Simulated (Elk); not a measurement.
Worked example: self-consistent single point of SrGe2Ir2 (I4/mmm, 5 atoms in the cell) in Elk.

Method of the run: LDA (PW92), all-electron FP-LAPW, Elk's shipped species files, APW+lo basis with extra local orbitals in Elk.

```xyz
5
Lattice="-2.1021 2.1021 5.4008 2.1021 -2.1021 5.4008 2.1021 2.1021 -5.4008" Properties=species:S:1:pos:R:3 pbc="T T T"
Sr     0.0000     0.0000     0.0000
Ge     0.0000     0.0000     3.9826
Ge     0.0000     0.0000     6.8189
Ir     2.1021     0.0000     2.7004
Ir     0.0000     2.1021     2.7004
```

Reference input (self-consistent single point, DFT, PBEsol, all-electron FP-LAPW, Elk's shipped species files, APW+lo basis with extra local orbitals): xctype = 22; rgkmax = 7.5; stype = 0; swidth = 0.00499791 Ha; ngridk = 7 7 7; tforce = true; gmaxvr = 18 1/bohr; lmaxapw = 10; lmaxo = 8; nxlo = 2; lorbcnd = true; lradstp = 2. This run's input differs from it in these lines:

```diff
@@ -2,5 +2,2 @@
   0
-
-xctype
-  22
```

Output (repeated stretches shortened):

```
│ Self-consistent loop started │
│ Loop number : 1 │
 total energy                :     -43092.3968187
│ Loop number : 2 │
 total energy                :     -43091.9053397
RMS change in Kohn-Sham potential (target) :   0.4183831619E-01 (  0.1000000000E-05)
Absolute change in total energy (target)   :   0.4914790075     (  0.1000000000E-03)
│ Loop number : 3 │
 total energy                :     -43091.9332441
RMS change in Kohn-Sham potential (target) :   0.4193542949E-01 (  0.1000000000E-05)
Absolute change in total energy (target)   :   0.9496538225E-01 (  0.1000000000E-03)
│ Loop number : 4 │
   [... lines left out ...]
Absolute change in total energy (target)   :   0.7469258999E-03 (  0.1000000000E-03)
│ Loop number : 17 │
 total energy                :     -43064.8434645
RMS change in Kohn-Sham potential (target) :   0.7092585425E-07 (  0.1000000000E-05)
Absolute change in total energy (target)   :   0.2881643304E-03 (  0.1000000000E-03)
│ Loop number : 18 │
 total energy                :     -43064.8434455
RMS change in Kohn-Sham potential (target) :   0.2910779745E-07 (  0.1000000000E-05)
Absolute change in total energy (target)   :   0.5305016384E-04 (  0.1000000000E-03)
Convergence targets achieved

│ Loop number : 19 │

Energies :
 Fermi                       :     0.369964205325
 total energy                :     -43064.8434321

Density of states at Fermi energy :    44.29159401
 (states/Hartree/unit cell)

Estimated indirect band gap :   0.3950966928E-02
 from k-point     30 to k-point     18
Estimated direct band gap   :   0.1603092805E-01
 at k-point     24

Charges :
 core                        :    160.0000000
 valence                     :    96.00000000
 interstitial                :    11.56157110
 muffin-tins (core leakage)
  species :    1 (Sr)
   atom    1                 :    35.24853638     (  0.3613631172E-03)
  species :    2 (Ge)
   atom    1                 :    29.64893324     (  0.3020675928E-02)
   atom    2                 :    29.64893324     (  0.3020675928E-02)
   [... lines left out ...]
   total force               :     0.00000000    0.00000000    0.00000000
   total magnitude           :     0.00000000
  atom :    2
   Hellmann-Feynman          :    -0.00000000    0.00000000    0.00000000
   IBS                       :     0.00000000   -0.00000000   -0.00000000
   total force               :     0.00000000    0.00000000    0.00000000
   total magnitude           :     0.00000000
```

The run converged in 19 iterations. The count includes the last loop, which Elk runs after its targets are met. 

The starting cell comes from a database of computed structures (which also holds hypothetical and non-ambient phases and stackings), without a prior relaxation at this level. Spin-orbit coupling is off. Spin polarisation is off. Values depend on the basis (sphere radii, cutoffs, local orbitals), which need not be converged. The log's line on a gap gives a spacing of levels on this mesh, which the program prints for metals too.

Cost on one core of a shared machine: roughly 4 min.
